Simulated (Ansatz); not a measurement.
# A computed series for Al2O3: response to strain

The parent structure is Al2O3 in the corundum structure (space group R-3c, No. 167; a = 4.729 Å, c = 12.892 Å (hexagonal axes)). Axes: x lies along a and z along c of the hexagonal cell.

Strains are applied to the cell and any free atomic positions relax; under biaxial strain the out-of-plane vector relaxes too.

All numbers come from plane-wave PAW DFT at the LDA level (Ansatz, a first-principles code, 420 eV), no SOC.

```tsv
biaxial strain, plane normal [001], relaxed out of plane (%)	band gap (eV)
0	6.43
0.75	?
1.5	5.96
2.25	5.72
```

Question: Fit E_g = E₀ + Dε (ε in %) to the rows shown and predict the withheld row.

Answer: Least squares on the printed values gives E₀ = 6.43 eV, D = -315 meV per % of strain (largest residual 0.00 eV); this predicts 6.19 eV, and the run gives 6.19 eV, in agreement.

Stability against distortions was not tested.
